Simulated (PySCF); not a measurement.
PySCF 2.14.0, HF/cc-pvtz, df: COC[SiH2]C[SiH3], 18 atoms. The geometry is a generated start, not checked to be a minimum at this level.

```json
{
  "task": "energy",
  "method": "hf",
  "basis": "cc-pvtz",
  "two_electron_scheme": "density fitting",
  "mf.init_guess": "minao (default)",
  "mf.DIIS": "CDIIS (default)",
  "mf.diis_space": "8 (default)",
  "mf.conv_tol": "1e-09 (default)",
  "basis_functions": "356"
}
```

On 4 threads, 1 BLAS thread. Build: conda-forge: OpenMP (GNU), OpenBLAS with its own threads, libcint, Libxc. Single runs; times are not shown.

Values of mol.max_memory tried: 8000 MB, 4000 MB, 2000 MB, 1000 MB, 500 MB, 300 MB, 200 MB.

**Question.** What happens as the memory setting falls?

**Answer.** It runs down to 200 MB, the lowest tried, with the same result. At 8000 MB: fitted integrals in memory. From 500 MB down: fitted integrals in a file.

```csv
mol.max_memory,path,peak memory
8000 MB,fitted integrals in memory,1.0 GiB
4000 MB,fitted integrals in memory,1.0 GiB
2000 MB,fitted integrals in memory,0.99 GiB
1000 MB,fitted integrals in memory,0.69 GiB
500 MB,fitted integrals in a file,0.30 GiB
300 MB,fitted integrals in a file,0.21 GiB
200 MB,fitted integrals in a file,0.17 GiB
```

Peak memory is the kernel's count for the largest process, libraries included and scratch files not.
